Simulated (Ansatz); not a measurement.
The starting structures come from a database of crystals and need not be the phases stable at ambient conditions.

The decay constant κ of evanescent states in the gap governs leakage through a thin film.

Data:

```yaml
crystal:
  lattice:
    - [6.35335, 0.00000, 0.00000]
    - [-3.17668, 5.50217, 0.00000]
    - [0.00000, 0.00000, 13.10015]
  atoms:
    - { symbol: Ga, position: [0.00000, 0.00000, 0.25000] }
    - { symbol: Ga, position: [0.00000, 0.00000, 0.75000] }
    - { symbol: Ag, position: [0.33333, 0.66667, 0.75000] }
    - { symbol: Ag, position: [0.66667, 0.33333, 0.25000] }
    - { symbol: P, position: [0.66667, 0.33333, 0.66430] }
    - { symbol: P, position: [0.33333, 0.66667, 0.33570] }
    - { symbol: P, position: [0.66667, 0.33333, 0.83570] }
    - { symbol: P, position: [0.33333, 0.66667, 0.16430] }
    - { symbol: Se, position: [0.01336, 0.69544, 0.11824] }
    - { symbol: Se, position: [0.98664, 0.30456, 0.88176] }
    - { symbol: Se, position: [0.30456, 0.31791, 0.11824] }
    - { symbol: Se, position: [0.69544, 0.68209, 0.88176] }
    - { symbol: Se, position: [0.68209, 0.98664, 0.11824] }
    - { symbol: Se, position: [0.31791, 0.01336, 0.88176] }
    - { symbol: Se, position: [0.68209, 0.69544, 0.38176] }
    - { symbol: Se, position: [0.31791, 0.30456, 0.61824] }
    - { symbol: Se, position: [0.01336, 0.31791, 0.38176] }
    - { symbol: Se, position: [0.98664, 0.68209, 0.61824] }
    - { symbol: Se, position: [0.30456, 0.98664, 0.38176] }
    - { symbol: Se, position: [0.69544, 0.01336, 0.61824] }
```

Space group of this cell: P-31c. The cell was relaxed by PBE-D3(BJ); by r2SCAN its mean pressure is 0.8 GPa.

Transport runs along the normal of the first two printed cell vectors, the (001) plane of the conventional cell.

No gap correction and no spin-orbit coupling; mid-gap values are interpolated between computed energies.

Question: Predict the band gap and the smallest decay constant κ at mid-gap from Ansatz (a quantum-chemistry and plane-wave program) with r2SCAN.

Answer: Gap 0.76 eV on a 6×6×4 mesh; κ = 0.140 1/Å, at the zone centre.
